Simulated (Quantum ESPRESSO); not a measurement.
Quantum ESPRESSO 7.5, DFT, PBE, plane waves, PseudoDojo 0.5 standard norm-conserving PBE (local tails restored to the Coulomb form): diamond-structure Si with 3 B on Si sites, atoms displaced (Si13B3), unrelaxed at the host's lattice constant, 16 atoms. Basis and mesh were picked for this test and aren't claimed converged.

```json
{
 "cell": "7.68, 7.68, 7.68 Å; 60, 60, 60°",
 "distance_to_the_nearest_atom": "2.16 to 2.38 Å",
 "task": "scf",
 "k mesh": "2×2×2",
 "ecutwfc": "76 Ry",
 "ecutrho": "304 Ry",
 "occupations": "smearing",
 "smearing": "gaussian",
 "degauss": "0.005 Ry",
 "conv_thr": "1.6e-08 Ry",
 "tprnfor": "true",
 "tstress": "false",
 "k-point pools (-nk)": "8",
 "diagonalization": "david (default)",
 "k-points computed": "8",
 "bands": "37",
 "electrons": "61",
 "G-vectors of the density": "193673",
 "FFT grid": "81×81×81"
}
```

One run each.

All on 8 ranks. Base settings, kept where nothing else is said: mixing_mode = plain (default), mixing_beta = 0.7 (default), mixing_ndim = 8 (default). The settings tried:
- mixing_beta = 0.1
- mixing_mode = local-TF, mixing_beta = 0.2
- mixing_mode = local-TF, mixing_beta = 0.1
- mixing_mode = TF, mixing_beta = 0.1
- the base settings
- mixing_ndim = 16
- mixing_mode = TF
- mixing_beta = 1
- mixing_beta = 0.4
- mixing_ndim = 2
- mixing_beta = 0.2
- mixing_mode = TF, mixing_beta = 0.4
- mixing_mode = TF, mixing_beta = 0.2
- mixing_ndim = 4
- mixing_mode = local-TF, mixing_beta = 0.4
- mixing_mode = local-TF
- mixing_mode = TF, mixing_beta = 1

Problem. Predict which of these converge in the fewest SCF iterations.

Solution. Fewest SCF iterations, with those close behind: mixing_mode = TF (11); mixing_mode = local-TF (11); mixing_mode = TF, mixing_beta = 1 (12); mixing_mode = TF, mixing_beta = 0.4 (14); mixing_mode = local-TF, mixing_beta = 0.4 (14). Most among those that reach the base run's result: mixing_mode = TF, mixing_beta = 0.1 (27); mixing_ndim = 2 (24). All converged.

```
setting                                    SCF iterations        end
-----------------------------------------  --------------  ---------
mixing_mode = TF                                       11  converged
mixing_mode = local-TF                                 11  converged
mixing_mode = TF, mixing_beta = 1                      12  converged
mixing_mode = TF, mixing_beta = 0.4                    14  converged
mixing_mode = local-TF, mixing_beta = 0.4              14  converged
the base settings                                      15  converged
mixing_beta = 0.2                                      15  converged
mixing_beta = 0.4                                      15  converged
mixing_ndim = 16                                       15  converged
mixing_beta = 1                                        17  converged
mixing_mode = local-TF, mixing_beta = 0.2              18  converged
mixing_mode = TF, mixing_beta = 0.2                    19  converged
mixing_ndim = 4                                        19  converged
mixing_beta = 0.1                                      20  converged
mixing_mode = local-TF, mixing_beta = 0.1              20  converged
mixing_ndim = 2                                        24  converged
mixing_mode = TF, mixing_beta = 0.1                    27  converged
```
